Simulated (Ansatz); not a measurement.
Structures of equal composition on the (111) surface of fcc Ir: a layer of Mg in place of the second plane; a layer of Mg in place of the third plane. The slabs share one bottom face, and each structure is named by its start. These are constructed structures in small cells; real faces may alloy, dewet or reconstruct in larger ones, and not all known structures of the face are among them. Slabs of about 11 Å, Fermi-Dirac smearing of 0.1 eV. Bottom of the slabs: a bare face, its two planes held. Relaxed from the named starts with such symmetry as they have, on meshes of like density; energies extrapolated to zero smearing; spin only where a row says so; no spin-orbit coupling, no U. Brackets mark spin-polarised runs, whose order is one that fits the cell.

Computed with PBE (plane waves to 420 eV, PAW; Ansatz, a quantum-chemistry and plane-wave program).

Problem. Order them by energy per 1x1 cell (lowest first) at the level PBE.

Solution. a layer of Mg in place of the second plane (0.000 eV), a layer of Mg in place of the third plane (0.529 eV)
